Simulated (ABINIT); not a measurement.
Worked example: self-consistent single point of VOs (Pm-3m, 2 atoms in the cell) in ABINIT.

Level of theory: LDA (PW92), norm-conserving pseudopotentials (PseudoDojo nc-sr-04 LDA standard) (plane waves; ABINIT).

```
VOs
1.0
    2.94266     0.00000     0.00000
    0.00000     2.94266     0.00000
    0.00000     0.00000     2.94266
V Os
1 1
Direct
  0.00000   0.00000   0.00000
  0.50000   0.50000   0.50000
```
Moments meant for the start (each program seeds them in its own way; μB, in the order of the atoms V Os): 2.0 0.0.

Reference input (self-consistent single point, DFT, PBEsol, plane waves, norm-conserving pseudopotentials (PseudoDojo nc-sr-04 PBEsol standard)): pseudos = [V.upf, Os.upf]; ecut = 42 Ha; nsppol = 2; occopt = 3; tsmear = 0.00367493 Ha; ngkpt = 9 9 9; nshiftk = 1; shiftk = 0 0 0; potentials = PseudoDojo nc-sr-04 PBEsol standard; nband = 22; kptopt = 1; nstep = 100. This run's input differs from it in these lines:

```diff
@@ -1,2 +1,2 @@
-# VOs, PseudoDojo nc-sr-04 PBEsol standard
+# VOs, PseudoDojo nc-sr-04 LDA standard
 pp_dirpath "./"
```

Its files differ too (potentials: PseudoDojo nc-sr-04 PBEsol standard → PseudoDojo nc-sr-04 LDA standard).

Log, with long lists cut:

```
--- !BeginCycle
solver: {iscf: 7, nstep: 100, nline: 4, wfoptalg: 0, }
tolerances: {tolvrs: 1.00E-12, }
...

     iter   Etot(hartree)     deltaE(h) residm    vres2    magn
 ETOT  1  -174.94371228360    -1.75E+02 5.41E-01 1.75E+02 0.788
 ETOT  2  -174.94264345726     1.07E-03 3.44E-02 1.00E+03 0.678
 ETOT  3  -175.00273225964    -6.01E-02 1.92E-02 5.54E+02 0.632
 ETOT  4  -175.05363151597    -5.09E-02 4.74E-03 2.04E+00 0.563
 ETOT  5  -175.05433608661    -7.05E-04 3.74E-03 1.65E-01 0.443
   [... 6 lines left out ...]
 ETOT 12  -175.05495514116    -1.62E-10 4.64E-04 7.93E-09 0.000
 ETOT 13  -175.05495514116    -6.45E-12 2.88E-04 1.05E-10 0.000
 ETOT 14  -175.05495514116     5.60E-12 2.74E-04 5.65E-12 0.000
 ETOT 15  -175.05495514116    -3.78E-12 1.69E-04 7.66E-15 0.000
 At SCF step   15       vres2   =  7.66E-15 < tolvrs=  1.00E-12 =>converged.

 Cartesian components of stress tensor (hartree/bohr^3)
  sigma(1 1)= -3.10759082E-04  sigma(3 2)=  0.00000000E+00
  sigma(2 2)= -3.10759082E-04  sigma(3 1)=  0.00000000E+00
  sigma(3 3)= -3.10759082E-04  sigma(2 1)=  0.00000000E+00

 Integrated electronic and magnetization densities in atomic spheres:
 Radius=ratsph(iatom), smearing ratsm=  0.0000. Diff(up-dn)=approximate z local magnetic moment.
 Atom    Radius    up_density   dn_density  Total(up+dn)  Diff(up-dn)
    1   2.00000     5.382615     5.382615     10.765230    -0.000000
    2   2.00000     6.153072     6.153072     12.306143     0.000000
  Sum:             11.535687    11.535687     23.071373    -0.000000
 Total magnetization (from the atomic spheres):            -0.000000
   [... lines left out ...]
 Total magnetization (exact up - dn):                      -0.000000
 Fermi (or HOMO) energy (eV) =  17.37268   Average Vxc (eV)= -14.89649
   [... lines left out ...]
total_energy        : -1.75054955141162E+02
total_energy_eV     : -4.76348758094125E+03
band_energy         : -1.30701101125327E+01
...

-Cartesian components of stress tensor (GPa)         [Pressure=  9.1428E+00 GPa]
- sigma(1 1)= -9.14284632E+00  sigma(3 2)=  0.00000000E+00
- sigma(2 2)= -9.14284632E+00  sigma(3 1)=  0.00000000E+00
- sigma(3 3)= -9.14284632E+00  sigma(2 1)=  0.00000000E+00

 Calculation completed.
```

The run converged in 15 iterations. Against the reference run the pressure goes from 16.20 to 9.14 GPa.

The starting cell comes from a database of computed structures (which also holds hypothetical and non-ambient phases and stackings), without a prior relaxation at this level. Its lattice was rescaled by a random factor within 2.5 % of one. The starting moments vanished: the run ended non-magnetic, which need not be the lowest state. With a pressure of about 9 GPa the cell is away from its equilibrium volume at this level.

Cost on one core of a shared machine: roughly 3 min.
